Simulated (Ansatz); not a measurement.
## BAs, pressure series

Base system: BAs in the zinc blende structure (space group F-43m, No. 216; a = 4.809 Å).

Cell and atoms are relaxed at each pressure.

The values are results of Kohn–Sham DFT with the PBE functional, run in Ansatz (a program for electronic structure) with PAW and 420 eV plane waves, no spin-orbit coupling, not measurements.

| pressure (GPa) | volume per atom (Å³/atom) |
|---|---|
| -2 | 14.124 |
| -1 | 14.011 |
| 0 | 13.904 |
| 0.9 | 13.811 |
| 4.5 | 13.466 |
| 9 | ? |
| 15 | 12.655 |
| 22.5 | 12.197 |
| 30 | 11.805 |

Task: Fit the third-order Birch–Murnaghan form P(V) = (3B₀/2)[(V₀/V)^(7/3) − (V₀/V)^(5/3)]·[1 + (3/4)(B₀′ − 4)((V₀/V)^(2/3) − 1)] (squares taken in P) to the rows shown and predict the withheld row.

Result: Least squares on the printed values gives V₀ = 13.904 Å³/atom, B₀ = 132 GPa, B₀′ = 4.0; this predicts 13.089 Å³/atom, and the run gives 13.090 Å³/atom, in agreement.

Load acts through the strain it causes; cell and atoms are relaxed under it. Whether these cells are dynamically stable was not tested. No other phases were tried under pressure.
